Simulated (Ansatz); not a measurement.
The parent structure is Zr in the hcp (Mg type) structure (space group P6_3/mmc, No. 194; relaxed with 0.1 eV smearing).

```
CELL_PARAMETERS angstrom
      3.18249     0.00000     0.00000
     -1.59125     2.75612     0.00000
      0.00000     0.00000     5.12352
ATOMIC_POSITIONS crystal
  Zr 0.66667 0.33333 0.75000
  Zr 0.33333 0.66667 0.25000
```

Cartesian axes are those of the cell as printed.

Computed with PBEsol in Ansatz (plane waves to 420 eV, PAW, no SOC).

It is then changed as follows: the cell is stretched by 3.00 % along x with no lateral relaxation; the atoms relax in the strained cell.

Task: Predict the stress tensor and what it implies for the stiffness.

Result: Stress of the strained cell less that of the base (GPa, compression positive):
```
   -3.8     0.0     0.0
    0.0    -2.2     0.0
    0.0     0.0    -2.2
```

Then −Δσ_ii/ε with ε = 0.0300 gives secant stiffness values (nonlinear terms included at this strain): C11 ≈ 126 GPa, C12 ≈ 75 GPa and C13 ≈ 72 GPa.

As a check, the harmonic strain energy −½ V₀ Δσ:ε is 8.0 meV/atom; the computed energy rise is 8.2 meV/atom.

Stability against distortions was not tested. The final runs are not spin-polarised.

Ansatz is a first-principles code.
